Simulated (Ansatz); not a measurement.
The parent structure is TiAl₃ (space group I4/mmm, No. 139).

```
TiAl3
1.0
   -1.92281     1.92281     4.30969
    1.92281    -1.92281     4.30969
    1.92281     1.92281    -4.30969
Al Ti
3 1
Direct
  0.50000   0.50000   0.00000
  0.75000   0.25000   0.50000
  0.25000   0.75000   0.50000
  0.00000   0.00000   0.00000
```

Level of theory: Ansatz (a first-principles code) PBE, without spin-orbit coupling, earlier PAW set.

One change was made to it. Results:

The c/a ratio is still 2.241; the lattice parameter a drops by 0.0104 Å, from 3.846 Å to 3.835 Å.

Task: Name the change that was made.
(A) pressure −1 GPa
(B) pressure 4.5 GPa
(C) pressure 0.9 GPa
(D) pressure 9 GPa

Result: C, pressure 0.9 GPa. For comparison, the lattice parameter a in the other runs: pressure 4.5 GPa gives 3.797 Å; pressure 9 GPa gives 3.755 Å; pressure −1 GPa gives 3.858 Å.

Load acts through the strain it causes; cell and atoms are relaxed under it. Stability against distortions was not tested. Competing high-pressure phases were not computed. All final runs are without spin polarisation.
